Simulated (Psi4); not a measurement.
Psi4 1.11, WB97X/def2-svp: Cr(O)(S)(F)(NMe2) (C[N](C)[Cr](=[O])([F])=[S]), 13 atoms. The geometry is a generated start, not checked to be a minimum at this level.

```json
{
  "task": "energy",
  "method": "wb97x",
  "basis": "def2-svp",
  "memory": "3 GB",
  "maxiter": "100",
  "keys_of_the_molecule_block": "symmetry c1",
  "scf_type": "df (default)",
  "e_convergence": "1e-06 (default)",
  "d_convergence": "1e-06 (default)",
  "dft_radial_points": "75 (default)",
  "dft_spherical_points": "302 (default)",
  "basis_functions": "149",
  "grid_points": "277511"
}
```

```xyz
13

Cr     0.8403    -1.4272     0.4702
O      2.3262    -1.2833     0.0416
S      0.7086    -1.4568     2.5292
F     -0.1505    -2.7407    -0.0493
N     -0.0096     0.0533    -0.0777
C     -1.2564     0.5158     0.4759
C      0.4817     0.9352    -1.1047
H     -1.1484     1.5358     0.8711
H     -2.0288     0.5273    -0.3039
H     -1.5833    -0.1485     1.2781
H     -0.1293     0.8350    -2.0103
H      0.4378     1.9813    -0.7740
H      1.5116     0.6727    -1.3462
```

Charge 0 and multiplicity 1 are set for this test and not shown to be the ground state.

With the defaults (damping_percentage = 0, diis = true, scf_initial_accelerator = adiis, diis_max_vecs = 10, guess = auto, which took SAD, diis_start = 1, level_shift = 0, level_shift_cutoff = 0.01) it converges in 15 SCF iterations. One run each on 2 threads, with these changes:
- scf_initial_accelerator = ediis
- diis_start = 4
- damping_percentage = 20
- level_shift = 0.1, level_shift_cutoff = 0.001
- diis_max_vecs = 3
- damping_percentage = 60
- guess = sadno
- scf_initial_accelerator = none
- damping_percentage = 60, diis = false, scf_initial_accelerator = none

### Question
Name the settings that don't reach the solution of the defaults.

### Answer
No convergence: damping_percentage = 60; damping_percentage = 60, diis = false, scf_initial_accelerator = none (the run ends without SCF convergence in 100 iterations). The rest reach the solution of the defaults.

```csv
setting,SCF iterations,end
"level_shift = 0.1, level_shift_cutoff = 0.001",14,same solution
the defaults,15,same solution
scf_initial_accelerator = ediis,15,same solution
guess = sadno,15,same solution
scf_initial_accelerator = none,16,same solution
diis_start = 4,23,same solution
diis_max_vecs = 3,29,same solution
damping_percentage = 20,30,same solution
damping_percentage = 60,100,no convergence
"damping_percentage = 60, diis = false, scf_initial_accelerator = none",100,no convergence
```
